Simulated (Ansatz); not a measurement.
Base system: HfS2 in the CdI2 type structure (space group P-3m1, No. 164; a = 3.547 Å, c = 5.577 Å; layered, stacked along the Cartesian z axis). Axes: x lies along a and z along c of the hexagonal cell.

The values are results of PBEsol-D3(BJ) (Ansatz, a first-principles code), scalar-relativistic without spin-orbit coupling, not measurements.

It is then changed as follows: the cell is compressed by 1.00 % along z with no lateral relaxation; the atoms relax in the strained cell.

Q: Predict the stress tensor and what it implies for the stiffness.

A: Stress of the strained cell less that of the base (GPa, compression positive):
```
   0.13    0.00    0.00
   0.00    0.13    0.00
   0.00    0.00    0.72
```

Then −Δσ_ii/ε with ε = -0.0100 gives relaxed-ion elastic constants: C33 ≈ 72 GPa.

No phonon test of stability was made.
